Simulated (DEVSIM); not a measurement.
Device: Pd/HfO2/n-Ge capacitor, at 300 K.

| layer (left to right) | material | thickness (nm) | Nd (cm⁻³) |
|---|---|---|---|
| 1 | HfO2 | 4.00 | - |
| 2 | Ge | 5200 | 1.3e16 |

Metal gate on the left, work function 5.2 eV. Fixed charge at the semiconductor interface -2.3e11 cm⁻² (in units of +e); interface traps 8.4e10 cm⁻² eV⁻¹, uniform in energy, neutral level at 0.3 of the gap above the valence band.

Constants are typed, rounded textbook-type inputs, not results; the design itself was drawn at random and stands for no fabricated device. Values at 300 K.

```
parameter      HfO2       Ge
-------------  ----  -------
gap (eV)        5.7    0.664
affinity (eV)   2.5        4
permittivity     22       16
Nc (cm⁻³)         -  1.04e19
Nv (cm⁻³)         -     6e18
```

Simulated with DEVSIM: 1D Poisson equation in equilibrium, Boltzmann statistics, complete ionisation; no quantum confinement or tunnelling. Metal contacts follow the ideal Schottky-Mott rule: no Fermi-level pinning, no interface dipoles.

### Question
Tabulate band edges, carrier densities and field at 0.8 V on the gate.

### Answer
Energies count from the Fermi level of the right contact; mesh points crowd at the junctions.

| x (μm) | Ec (eV) | Ev (eV) | n (cm⁻³) | p (cm⁻³) | field (V/cm) |
|---|---|---|---|---|---|
| 0.000 | 1.900 | -3.800 | < 1e2 | < 1e2 | 1600 |
| 0.001074 | 1.900 | -3.800 | < 1e2 | < 1e2 | 1600 |
| 0.002448 | 1.900 | -3.800 | < 1e2 | < 1e2 | 1600 |
| 0.003696 | 1.901 | -3.799 | < 1e2 | < 1e2 | 1600 |
| 0.005370 | 0.397 | -0.267 | 2.2e12 | 2.0e14 | -24000 |
| 0.008355 | 0.390 | -0.274 | 2.9e12 | 1.5e14 | -24000 |
| 0.01486 | 0.375 | -0.289 | 5.2e12 | 8.4e13 | -23000 |
| 0.03722 | 0.328 | -0.336 | 3.2e13 | 1.3e13 | -19000 |
| 0.07779 | 0.261 | -0.403 | 4.3e14 | 1.0e12 | -14000 |
| 0.1663 | 0.190 | -0.474 | 6.8e15 | 6.4e10 | -3600 |
| 0.3714 | 0.173 | -0.491 | 1.3e16 | 3.4e10 | -34 |
| 1.056 | 0.173 | -0.491 | 1.3e16 | 3.4e10 | ≈ 0 |
| 2.300 | 0.173 | -0.491 | 1.3e16 | 3.4e10 | ≈ 0 |
| 3.839 | 0.173 | -0.491 | 1.3e16 | 3.4e10 | ≈ 0 |
| 4.727 | 0.173 | -0.491 | 1.3e16 | 3.4e10 | ≈ 0 |
| 4.986 | 0.173 | -0.491 | 1.3e16 | 3.4e10 | ≈ 0 |
| 5.105 | 0.173 | -0.491 | 1.3e16 | 3.4e10 | ≈ 0 |
| 5.161 | 0.173 | -0.491 | 1.3e16 | 3.4e10 | ≈ 0 |
| 5.190 | 0.173 | -0.491 | 1.3e16 | 3.4e10 | ≈ 0 |
| 5.198 | 0.173 | -0.491 | 1.3e16 | 3.4e10 | ≈ 0 |
| 5.202 | 0.173 | -0.491 | 1.3e16 | 3.4e10 | ≈ 0 |
| 5.204 | 0.173 | -0.491 | 1.3e16 | 3.4e10 | ≈ 0 |
